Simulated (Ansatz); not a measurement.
Take Sn (space group I4_1/amd, No. 141; a = 5.833 Å, c = 3.158 Å) as the base.

Structures relaxed with PBEsol, PAW, 420 eV (Ansatz, a program for electronic structure; no spin-orbit coupling), earlier PAW set.

Base:

Simulated powder pattern, Cu Kα1, λ = 1.54056 Å (kinematic, ideal powder, no thermal factors, no anomalous dispersion; the 8 strongest lines at most, above 2 %, up to 2θ = 90°):

```json
[
 {"2θ (°)": "30.63", "I/Imax (%)": "100", "hkl": "(200)"},
 {"2θ (°)": "32.21", "I/Imax (%)": "88", "hkl": "(101)"},
 {"2θ (°)": "43.86", "I/Imax (%)": "37", "hkl": "(220)"},
 {"2θ (°)": "45.04", "I/Imax (%)": "68", "hkl": "(211)"},
 {"2θ (°)": "55.45", "I/Imax (%)": "18", "hkl": "(301)"},
 {"2θ (°)": "62.98", "I/Imax (%)": "24", "hkl": "(112)"},
 {"2θ (°)": "64.68", "I/Imax (%)": "23", "hkl": "(321)"},
 {"2θ (°)": "79.90", "I/Imax (%)": "25", "hkl": "(312)"}
]
```

The change: full substitution Sn → Zn; the structure is relaxed again.

### Question
How do the reflections move or split?

### Answer

Simulated powder pattern, Cu Kα1, λ = 1.54056 Å (kinematic, ideal powder, no thermal factors, no anomalous dispersion; the 8 strongest lines at most, above 2 %, up to 2θ = 90°):

```
2θ (°)  d (Å)  I/Imax (%)    hkl
------  -----  ----------  -----
35.37   2.535         100  (200)
40.17   2.243          70  (101)
50.89   1.793          34  (220)
54.59   1.680          55  (211)
66.74   1.400          14  (301)
77.86   1.226          18  (321)
81.45   1.181          16  (112)
85.59   1.134          14  (420)
```

The indices refer to each structure's own conventional cell; one index is shown for lines that coincide.

Stability against distortions was not tested. As relaxed here, Zn is a hypothetical phase, not in the database extracts checked.
